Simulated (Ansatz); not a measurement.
Functionals compared on a constructed model of the (000-1) surface of wurtzite ZnO, O-terminated, 2x2 Mg adatom at H3 (bottom of the slab: 2 H on 4 bottom sites), in Ansatz (plane waves, PAW). The structure was relaxed with PBE; the other rows are single points on it. Cutoff 420 eV (500 eV for r2SCAN).

Model: 43-atom slab, 13.9 Å thick at the start with caps and adatoms (thin: gaps and levels are the slab's own), 4x4x1 mesh, Fermi-Dirac 0.025 eV, dipole correction, 8 atoms held, the rest relaxed; start symmetry kept, larger cells not searched; no spin, no spin-orbit, no U. It is one candidate, not shown to be the stable structure of the face. These notes are the PBE run's.

| functional | gap of the slab on its k-mesh (eV) | highest filled level below the top vacuum level (eV) | rough cost of the single point |
|---|---|---|---|
| PBE | 0.37 | 3.22 | – |
| r2SCAN | 0.62 | 3.19 | about 12 core-minutes (a rough figure) |

Ansatz is a first-principles code.
